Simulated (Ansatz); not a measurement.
## GaSb: isotropic strain −1.57 %

Start from GaSb in the zinc blende structure (space group F-43m, No. 216; a = 6.132 Å).

Perturbation: every lattice vector is shortened by 1.57 %; the atoms relax in the strained cell.

Method: r2SCAN, PAW, 500 eV (Ansatz, a first-principles code; no spin-orbit coupling). Settings: 13×13×13 k-points, 0.05 eV Fermi–Dirac smearing.

The space group is still F-43m (No. 216) and the shortest interatomic distance decreases by 0.0417 Å to 2.614 Å. The energy increases by 11 meV/atom and the pressure goes up by 2.83 GPa (0.01 GPa → 2.84 GPa). The band gap increases by 0.37 eV to 0.78 eV and the gap character remains direct at Γ. The mean gap deformation potential ΔEg/Δln V comes out as -7.7 eV and the width of the top valence band rises by 0.224 eV to 3.44 eV. The electron mass goes from 0.023 mₑ (at Γ) to 0.041 mₑ (at Γ) and the hole mass (degenerate bands, along [100]) becomes 0.039, 0.24, 0.24 mₑ (at Γ) (base: 0.023, 0.26, 0.26 mₑ (at Γ)). The valley order (the lowest conduction-band minima on the path, energy above the VBM, named in the base's zone) goes from Γ 0.41 eV; L along ⟨111⟩ 0.68 eV; a point along ⟨100⟩, about 0.9 Å⁻¹ from Γ 1.10 eV to Γ 0.78 eV; L along ⟨111⟩ 0.79 eV; a point along ⟨100⟩, about 0.9 Å⁻¹ from Γ 1.03 eV.

Final structure:

```xyz
2
Lattice="0.0000 3.0181 3.0181 3.0181 0.0000 3.0181 3.0181 3.0181 0.0000" Properties=species:S:1:pos:R:3 pbc="T T T"
Sb     4.5271     4.5271     4.5271
Ga     0.0000     0.0000     0.0000
```

Cost of the whole job for the changed cell (relaxation, final SCF and bands): about 90 core-seconds (a rough figure).

With Sb present, leaving out spin-orbit coupling can change the band edges. Masses are band curvatures over ±0.01 Å⁻¹ around the edge. Stability against distortions was not tested.
